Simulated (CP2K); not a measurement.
Band structure of CoGe (P2_13, 8 atoms in the cell).

```yaml
crystal:
  lattice:
    - [4.57947, 0.00000, 0.00000]
    - [0.00000, 4.57947, 0.00000]
    - [0.00000, 0.00000, 4.57947]
  atoms:
    - { symbol: Co, position: [0.13683, 0.13683, 0.13683] }
    - { symbol: Co, position: [0.36317, 0.86317, 0.63683] }
    - { symbol: Co, position: [0.63683, 0.36317, 0.86317] }
    - { symbol: Co, position: [0.86317, 0.63683, 0.36317] }
    - { symbol: Ge, position: [0.83981, 0.83981, 0.83981] }
    - { symbol: Ge, position: [0.66019, 0.16019, 0.33981] }
    - { symbol: Ge, position: [0.33981, 0.66019, 0.16019] }
    - { symbol: Ge, position: [0.16019, 0.33981, 0.66019] }
```

Method of the run: PBEsol, GPW, DZVP-MOLOPT-SR-GTH basis, GTH-PBE potentials (GTH_POTENTIALS) (CP2K 2026.2).

Settings: CUTOFF = 600 Ry; REL_CUTOFF = 60 Ry; SMEAR/METHOD = GAUSSIAN; SIGMA = 0.1 eV; KPOINTS/SCHEME = MONKHORST-PACK 5 5 5; XC_FUNCTIONAL = PBE:PBESOL; Co/BASIS_SET = DZVP-MOLOPT-SR-GTH; Co/POTENTIAL = GTH-PBE-q17; Ge/BASIS_SET = DZVP-MOLOPT-SR-GTH; Ge/POTENTIAL = GTH-PBE-q4; METHOD = GPW; EPS_DEFAULT = 1e-11; EXTRAPOLATION = USE_GUESS; NGRIDS = 5.

The starting cell comes from a database of computed structures (which also holds hypothetical and non-ambient phases and stackings), without a prior relaxation at this level. Spin polarisation is off. Values carry the incompleteness of an atom-centred basis. The potentials were made for another functional than the one used.

Levels in eV from the Fermi level, bands 39 to 44:
```
point     39     40     41     42     43     44
-----  -----  -----  -----  -----  -----  -----
Γ      -0.69  -0.69  -0.06  -0.06  -0.06   1.88
X      -0.59  -0.59  -0.42  -0.42   0.96   0.96
M      -0.88  -0.88  -0.01  -0.01   0.37   0.37
R      -1.02  -1.02  -0.22  -0.22  -0.22  -0.22
```

Bands cross the Fermi level along this path, so the cell is metallic at this level.

Higher empty bands are left out: an atom-centred basis made for the valence describes them poorly.
